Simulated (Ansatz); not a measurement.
Ansatz (an electronic-structure program) run on Ti (P6_3/mmc, 2 atoms in the cell): self-consistent single point.

Computed with LDA (PW92), default PAW files made with PBE (plane waves; Ansatz).

```
CELL_PARAMETERS angstrom
      2.87848     0.00000     0.00000
     -1.43924     2.49284     0.00000
      0.00000     0.00000     4.55036
ATOMIC_POSITIONS crystal
  Ti 0.33333 0.66667 0.25000
  Ti 0.66667 0.33333 0.75000
```

Reference input (self-consistent single point, DFT, PBE, plane waves, default PAW files): kpoints.mp_grid.grid = 13 13 7; hamiltonian.xc = pbe; hamiltonian.pseudopotentials = {kind: paw} (the program's default PAW files); scf.occupations.method = cold; scf.occupations.width = 0.05 eV. This run's input differs from it in these lines:

Ansatz 0.2 input:
```diff
@@ -12,3 +12,3 @@
 hamiltonian:
-  xc: pbe
+  xc: lda
   pseudopotentials: { kind: paw }
```

Output, abridged:

```
SCF iter   1: F=—  HF=-4900.600535 eV  |F-HF|=—  |Δ(HF+E_count)|=         —  Δρ=7.00e-3  dr2=7.07e-3  ethr=1.77e-3  ⟨swp⟩=4.2  Hψ=5603  notcnv=0
all-band conjugate gradients solve this SCF's bands
preconditioner: auto → none
SCF iter   2: F=—  HF=-4900.598585 eV  |F-HF|=—  |Δ(HF+E_count)|=   1.95e-3  S|Δr|=    0.00e0  Δρ=3.35e-3  dr2=1.45e-3  ethr=2.94e-5  ⟨swp⟩=2.1  Hψ=2381  notcnv=0  defer=9
SCF iter   3: F=—  HF=-4900.598408 eV  |F-HF|=—  |Δ(HF+E_count)|=   1.78e-4  S|Δr|=    0.00e0  Δρ=4.26e-4  dr2=1.98e-5  ethr=6.05e-6  ⟨swp⟩=2.5  Hψ=2004  notcnv=0  defer=9
SCF iter   4: F=—  HF=-4900.598413 eV  |F-HF|=—  |Δ(HF+E_count)|=   4.98e-6  S|Δr|=    0.00e0  Δρ=5.72e-5  dr2=9.30e-7  ethr=8.24e-8  ⟨swp⟩=2.2  Hψ=1745  notcnv=0  defer=9
SCF iter   5: F=-4900.598412 eV  HF=-4900.598412 eV  |F-HF|=1.15e-8  |Δ(HF+E_count)|=   2.54e-7  S|Δr|=    0.00e0  Δρ=6.68e-6  dr2=9.65e-9  ethr=4.17e-10  ⟨swp⟩=5.1  Hψ=5456  notcnv=0
SCF 1 converged in 5 iterations: F = -4900.598412 eV  dr2 = 9.65e-9
Stability not checked (fill_not_monotonic)
Free energy (F): -4900.598412 eV
Internal energy: -4900.597535 eV  (E = F + TS)
E sigma→0 (E₀):  -4900.598120 eV
Entropy (-TS):   -0.000877 eV (-0.439 meV/atom)
Fermi energy:    14.096069 eV
--- Forces (eV/Å), atoms counted from 1 ---
  atom   1  Ti    -0.00000000     0.00000000     0.00000000
  atom   2  Ti    -0.00000000    -0.00000000     0.00000000
--- Stress (GPa, compression-positive) ---
       -1.965111      -0.000000       0.000000
       -0.000000      -1.965111       0.000000
        0.000000       0.000000      -1.135275
  P = ⅓ Tr σ = -1.6885 GPa (-16.885 kbar)
  The stress holds the Pulay correction. Without it, at fixed plane waves, as pw.x and ABINIT print it: P = -1.7241 GPa
```

The run converged in 5 iterations. Against the reference run the pressure goes from 7.95 to -1.69 GPa.

The starting cell comes from a database of computed structures (which also holds hypothetical and non-ambient phases and stackings), without a prior relaxation at this level. Its lattice was rescaled by a random factor within 2.5 % of one. Spin polarisation is off. Ansatz's pressure includes its estimate of the finite-basis (Pulay) stress.
